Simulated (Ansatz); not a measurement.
## Mg2Ge: isotropic strain −3.00 %

Base system: Mg2Ge in the anti-fluorite structure (space group Fm-3m, No. 225; a = 6.2865 Å).

Modification: every lattice vector is shortened by 3.00 %, atoms relaxed at fixed cell.

All numbers come from Ansatz (a program for electronic structure) LDA, no spin-orbit coupling. Settings: 13×13×13 k-points, 0.05 eV Fermi–Dirac smearing.

```json
[
 {"quantity": "volume per atom", "base": "20.70 Å³", "changed": "18.90 Å³", "shift": "-1.808 Å³"},
 {"quantity": "shortest interatomic distance", "base": "2.722 Å", "changed": "2.640 Å", "shift": "-0.082 Å"},
 {"quantity": "energy relative to the base (free energy F)", "base": "0 meV/atom", "changed": "+32 meV/atom", "shift": "+32 meV/atom"},
 {"quantity": "pressure", "base": "0.0 GPa", "changed": "6.2 GPa", "shift": "+6.2 GPa"},
 {"quantity": "band gap", "base": "0.10 eV", "changed": "zero", "shift": "–"}
]
```

Final structure:

```xyz
3
Lattice="0.0000 3.0489 3.0489 3.0489 0.0000 3.0489 3.0489 3.0489 0.0000" Properties=species:S:1:pos:R:3 pbc="T T T"
Mg     1.5245     1.5245     1.5245
Mg     4.5734     4.5734     4.5734
Ge     0.0000     0.0000     0.0000
```

Cost of the whole job for the changed cell (relaxation, final SCF and bands): roughly 12 core-seconds.

No phonon test of stability was made. All final runs are without spin polarisation. The zero or small gap of Mg2Ge can change with the level of theory.
